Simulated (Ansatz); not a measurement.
The starting structures come from a database of crystals and need not be the phases stable at ambient conditions.

Evanescent states of SbRhSe (P2_13, not sure to be the ambient phase, 12 atoms a cell, 20.5 Å³ an atom, -2 GPa at this level) along the normal of (111)

Method: r2SCAN (plane waves, PAW; Ansatz, an electronic-structure program).

The gap is the functional's own. No spin-orbit coupling. Mid-gap values are interpolated on the energy grid.

Energies count from the valence-band top; κ is the least over a 6×6 mesh across the current.

```tsv
E (eV)	κ (1/Å)	where
0.03	0.053	off Γ
0.09	0.087	off Γ
0.15	0.110	off Γ
0.21	0.127	off Γ
0.27	0.142	off Γ
0.33	0.140	Γ
0.39	0.137	Γ
0.45	0.134	Γ
0.51	0.130	Γ
0.57	0.125	Γ
0.63	0.116	Γ
0.69	0.104	Γ
0.75	0.088	Γ
0.81	0.068	Γ
```

How thick must the barrier be to attenuate the transmission by 10^4 when the electrodes' Fermi level lies at 0.69 eV, and what attenuation does that film give at 0.57 eV?

d = 4 ln 10 / (2 × 0.104) = 44.3 Å. At 0.57 eV it gives 4 × 0.125/0.104 = 4.8 decades.
